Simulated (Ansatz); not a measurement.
Start from WSi2 (space group I4/mmm, No. 139; a = 3.185 Å, c = 7.771 Å).

Structures relaxed with LDA (Ansatz, a first-principles code, PAW, no spin-orbit coupling).

Base:

Simulated powder pattern, Cu Kα1, λ = 1.54056 Å (kinematic, ideal powder, no thermal factors, no anomalous dispersion; the 14 strongest lines at most, above 2 %, up to 2θ = 90°):

```tsv
2θ (°)	I/Imax (%)	hkl
22.87	50	(002)
30.30	100	(101)
39.99	59	(110)
45.07	84	(103)
46.57	33	(112)
46.72	7.9	(004)
57.84	20	(200)
63.02	14	(202)
63.15	13	(114)
66.69	23	(211)
66.93	12	(105)
76.21	37	(213)
77.42	7.5	(204)
86.63	14	(116)
```

Perturbation: a hydrostatic pressure of 22.5 GPa.

Question: How do the reflections move or split?

Answer: 
Simulated powder pattern, Cu Kα1, λ = 1.54056 Å (kinematic, ideal powder, no thermal factors, no anomalous dispersion; the 14 strongest lines at most, above 2 %, up to 2θ = 90°):

| 2θ (°) | I/Imax (%) | hkl |
|---|---|---|
| 23.39 | 50 | (002) |
| 31.17 | 100 | (101) |
| 41.20 | 58 | (110) |
| 46.27 | 83 | (103) |
| 47.84 | 8.0 | (004) |
| 47.92 | 32 | (112) |
| 59.69 | 20 | (200) |
| 64.94 | 13 | (114) |
| 65.01 | 13 | (202) |
| 68.75 | 11 | (105) |
| 68.88 | 22 | (211) |
| 78.70 | 36 | (213) |
| 79.87 | 7.6 | (204) |
| 89.28 | 14 | (116) |

The indices refer to the base's conventional cell; one index is shown for lines that coincide.

Load acts through the strain it causes; cell and atoms are relaxed under it. Whether these cells are dynamically stable was not tested. No other phases were tried under pressure. All final runs are without spin polarisation.
